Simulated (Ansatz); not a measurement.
Start from MgSnO3 in the cubic perovskite structure (space group Pm-3m, No. 221; a = 3.987 Å; a hypothetical phase, not in the database extracts checked).

Perturbation: hydrostatic tension (pressure −1 GPa).

Levels (all Ansatz, a program for electronic structure, PAW): PBEsol (420 eV, spin-orbit coupling left out); HSE06 (420 eV, no spin-orbit coupling).

The geometry is relaxed with PBEsol.

| Quantity | Result |
|---|---|
| PBEsol band gap | 0.94 eV |

With HSE06 at the same geometry, the band gap rises by 1.45 eV to 2.39 eV.

Single points use the geometry relaxed with PBEsol. The hybrid gap comes from the SCF mesh plus the semilocal run's edge points and a few special points and is an upper bound. Load acts through the strain it causes; cell and atoms are relaxed under it. Stability against distortions was not tested. Many cubic perovskites are stable only at high temperature; tilts and polar distortions were not tested.
